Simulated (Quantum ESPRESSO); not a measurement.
Band structure of ZnAs3 (Fm-3m, 4 atoms in the cell).

```xyz
4
Lattice="-3.3448 0.0000 3.3448 0.0000 3.3448 3.3448 -3.3448 3.3448 0.0000" Properties=species:S:1:pos:R:3 pbc="T T T"
Zn     0.0000     0.0000     0.0000
As    -1.6724     1.6724     1.6724
As    -5.0172     5.0172     5.0172
As    -3.3448     3.3448     3.3448
```

Method: PBEsol, GBRV 1.5 ultrasoft (PBESOL) pseudopotentials (plane waves; Quantum ESPRESSO).

Settings: ecutwfc = 50 Ry; ecutrho = 250 Ry; occupations = smearing; smearing = gauss; degauss = 0.0036749 Ry; potentials = {Zn: zn_pbesol_v1.uspp.F.UPF, As: as_pbesol_v1.uspp.F.UPF}; K_POINTS = automatic 7 7 7 0 0 0; conv_thr = 1e-10 Ry; mixing_beta = 0.7.

The starting cell comes from a database of computed structures (which also holds hypothetical and non-ambient phases and stackings), without a prior relaxation at this level.

Levels in eV from the Fermi level, bands 15 to 22:
```
point     15     16     17     18     19     20     21    22
-----  -----  -----  -----  -----  -----  -----  -----  ----
Γ      -2.88  -2.70  -2.70  -2.70  -0.11  -0.11  -0.11  0.01
X      -5.41   0.38   1.15   1.15   2.10   2.38   2.38  2.62
W      -3.41  -2.64  -1.31   1.39   1.76   2.45   2.45  4.73
K      -2.93  -1.74   0.07   0.13   1.50   1.66   2.98  4.09
L      -3.92  -2.81  -2.81  -0.04   0.98   2.41   2.41  4.34
U      -2.93  -1.74   0.07   0.13   1.50   1.66   2.98  4.09
```

Bands cross the Fermi level along this path, so the cell is metallic at this level.
